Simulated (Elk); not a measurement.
Input and output of a self-consistent single point for Ge (Fd-3m, 2 atoms in the cell) (Elk)

Method of the run: PBE, all-electron FP-LAPW, Elk's shipped species files, APW+lo basis with extra local orbitals (Elk 10.2.4).

This input was run:

```
tasks
  0

xctype
  20

tforce
  .true.

rgkmax
  8.0

gmaxvr
  18.0

lmaxapw
  10

lmaxo
  8

nxlo
  2

lorbcnd
  .true.

lradstp
  2

nrmtscf
  2.0

rmtscf
  0.92

lmaxi
  4

stype
  1

swidth
  0.00499791

maxscl
  100

scale
  1.889726125

avec
    0.0000000000    2.8657990000    2.8657990000
    2.8657990000    0.0000000000    2.8657990000
    2.8657990000    2.8657990000    0.0000000000

sppath
  './'

atoms
  1
  'Ge.in'
  2
  0.5000000000  0.5000000000  0.5000000000    0.0 0.0 0.0
  0.7500000000  0.7500000000  0.7500000000    0.0 0.0 0.0

ngridk
  9 9 9
```

Log, with long lists cut:

```
│ Elk code version 10.2.4 │

All units are atomic (Hartree, Bohr, etc.)

│ Ground-state run starting from atomic densities │

Lattice vectors :
   0.000000000       5.415575239       5.415575239
   5.415575239       0.000000000       5.415575239
   5.415575239       5.415575239       0.000000000

Unit cell volume      :    317.6609113
Brillouin zone volume :   0.7808647669

Muffin-tin inner radius fraction :   0.1000000000E-01

Nuclei treated as point charges

Species :    1 (Ge)
 parameters loaded from : Ge.in
 name : germanium
 nuclear charge    :   -32.00000000
 electronic charge :    32.00000000
 atomic mass :    132414.6195
 muffin-tin radius :    2.208000000
 number of radial points in muffin-tin :    999
 atomic positions (lattice), magnetic fields (Cartesian) :
   1 :   0.37500000  0.37500000  0.37500000    0.00000000  0.00000000  0.00000000
   2 :  -0.37500000 -0.37500000 -0.37500000    0.00000000  0.00000000  0.00000000

Total number of atoms per unit cell :    2

Spin treatment :
 spin-unpolarised

Number of Bravais lattice symmetries :   48
Number of crystal symmetries         :   48
Crystal has inversion symmetry
Real symmetric eigensolver will be used

k-point grid :      9     9     9
k-point offset :    0.000000000       0.000000000       0.000000000
k-point set is reduced with full crystal symmetry group
Total number of k-points :       35

Muffin-tin radius times maximum |G+k| :    8.000000000
 using average radius
Maximum |G+k| for APW functions       :    3.623188406
Maximum (1/2)|G+k|²                   :    6.563747112
Maximum |G| for potential and density :    18.00000000
 potential will be trimmed for |G| > 2 gkmax
Constant for pseudocharge density :   10
Radial integration step length :    2

G-vector grid sizes :     45    45    45
Number of G-vectors :    30923

Maximum angular momentum used for
 APW functions                      :   10
 outer part of muffin-tin           :    8
 inner part of muffin-tin           :    4

Total nuclear charge    :   -64.00000000
Total core charge       :    36.00000000
Total valence charge    :    28.00000000
Total excess charge     :    0.000000000
Total electronic charge :    64.00000000

Effective Wigner radius, rₛ :    1.058193440

Number of empty states         :    8
Total number of valence states :   22
Total number of core states    :   36

Conduction state local-orbitals added automatically
Total number of local-orbitals :  224

Exchange-correlation functional :     20     0     0
 Perdew-Burke-Ernzerhof, Phys. Rev. Lett. 77, 3865 (1996)
 gradient requirement :    1
 generalised gradient approximation (GGA)

Smearing type :    1
 Methfessel-Paxton order 1, Phys. Rev. B 40, 3616 (1989)
Smearing width :   0.4997910000E-02
Effective electronic temperature (K) :    1578.215154

Mixing type :    3
 Broyden mixing, J. Phys. A: Math. Gen. 17, L317 (1984)

Kohn-Sham potential initialised from atomic data

│ Self-consistent loop started │
│ Loop number : 1 │
 total energy                :     -4203.42234987
│ Loop number : 2 │
 total energy                :     -4203.38774160
RMS change in Kohn-Sham potential (target) :   0.1198505383     (  0.1000000000E-05)
Absolute change in total energy (target)   :   0.3460827216E-01 (  0.1000000000E-03)
│ Loop number : 3 │
 total energy                :     -4201.50380990
RMS change in Kohn-Sham potential (target) :   0.7661590022E-01 (  0.1000000000E-05)
Absolute change in total energy (target)   :    1.892583772     (  0.1000000000E-03)
│ Loop number : 4 │
 total energy                :     -4199.41276074
RMS change in Kohn-Sham potential (target) :   0.2753292526E-01 (  0.1000000000E-05)
Absolute change in total energy (target)   :    2.564195104     (  0.1000000000E-03)
│ Loop number : 5 │
 total energy                :     -4198.53966730
RMS change in Kohn-Sham potential (target) :   0.6992235351E-02 (  0.1000000000E-05)
Absolute change in total energy (target)   :    1.514142217     (  0.1000000000E-03)
│ Loop number : 6 │
 total energy                :     -4198.29490198
RMS change in Kohn-Sham potential (target) :   0.1261570724E-02 (  0.1000000000E-05)
Absolute change in total energy (target)   :   0.6233008667     (  0.1000000000E-03)
│ Loop number : 7 │
 total energy                :     -4198.24222762
RMS change in Kohn-Sham potential (target) :   0.1948282066E-03 (  0.1000000000E-05)
Absolute change in total energy (target)   :   0.2084995824     (  0.1000000000E-03)
│ Loop number : 8 │
 total energy                :     -4198.24002727
RMS change in Kohn-Sham potential (target) :   0.5412347514E-04 (  0.1000000000E-05)
Absolute change in total energy (target)   :   0.5432524852E-01 (  0.1000000000E-03)
│ Loop number : 9 │
 total energy                :     -4198.23774402
RMS change in Kohn-Sham potential (target) :   0.1781722251E-04 (  0.1000000000E-05)
Absolute change in total energy (target)   :   0.1586455723E-01 (  0.1000000000E-03)
│ Loop number : 10 │
 total energy                :     -4198.23634171
RMS change in Kohn-Sham potential (target) :   0.5769724501E-05 (  0.1000000000E-05)
Absolute change in total energy (target)   :   0.5368446459E-02 (  0.1000000000E-03)
│ Loop number : 11 │
 total energy                :     -4198.23578827
RMS change in Kohn-Sham potential (target) :   0.3798927178E-06 (  0.1000000000E-05)
Absolute change in total energy (target)   :   0.1895555110E-02 (  0.1000000000E-03)
│ Loop number : 12 │
 total energy                :     -4198.23581307
RMS change in Kohn-Sham potential (target) :   0.2131230780E-06 (  0.1000000000E-05)
Absolute change in total energy (target)   :   0.4490927031E-03 (  0.1000000000E-03)
│ Loop number : 13 │
 total energy                :     -4198.23583321
RMS change in Kohn-Sham potential (target) :   0.6775507578E-07 (  0.1000000000E-05)
Absolute change in total energy (target)   :   0.9213065914E-04 (  0.1000000000E-03)
Convergence targets achieved

│ Loop number : 14 │

Energies :
 Fermi                       :     0.200272367926
 sum of eigenvalues          :     -2417.28196283
 electron kinetic            :      4286.84412189
 core electron kinetic       :      3972.42711261
 Coulomb                     :     -8325.52474882
 Coulomb potential           :     -6496.62498628
 nuclear-nuclear             :     -438.632664754
 electron-nuclear            :     -9277.15918185
 Hartree                     :      1390.26709778
 Madelung                    :     -5077.21225568
 xc potential                :     -207.501098433
 exchange                    :     -156.442689194
 correlation                 :     -3.11251386000
 total energy                :     -4198.23582999

Density of states at Fermi energy :    2.439667582
 (states/Hartree/unit cell)

Estimated indirect band gap :   0.9611208075E-02
 from k-point      2 to k-point      1
Estimated direct band gap   :   0.1146868714E-01
 at k-point      1

Charges :
 core                        :    36.00000000
 valence                     :    28.00000000
 interstitial                :    3.817873500
 muffin-tins (core leakage)
  species :    1 (Ge)
   atom    1                 :    30.09106325     (  0.9900832301E-03)
   atom    2                 :    30.09106325     (  0.9900832301E-03)
 total in muffin-tins        :    60.18212650
 total calculated charge     :    63.99798399
 total charge                :    64.00000000
 error                       :   0.2016013987E-02

│ Self-consistent loop stopped │

Forces :
 species :    1 (Ge)
  atom :    1
   Hellmann-Feynman          :     0.00000000    0.00000000   -0.00000000
   IBS                       :    -0.00000000   -0.00000000    0.00000000
   total force               :    -0.00000000   -0.00000000   -0.00000000
   total magnitude           :     0.00000000
  atom :    2
   Hellmann-Feynman          :     0.00000000   -0.00000000    0.00000000
   IBS                       :    -0.00000000    0.00000000   -0.00000000
   total force               :     0.00000000    0.00000000    0.00000000
   total magnitude           :     0.00000000
```

The run converged in 14 iterations. The count includes the last loop, which Elk runs after its targets are met.

The starting cell comes from a database of computed structures (which also holds hypothetical and non-ambient phases and stackings), without a prior relaxation at this level. Its lattice was rescaled by a random factor within 2.5 % of one. Values depend on the basis (sphere radii, cutoffs, local orbitals), which need not be converged. The log's line on a gap gives a spacing of levels on this mesh, which the program prints for metals too.

Cost on one core of a shared machine: roughly 70 s.
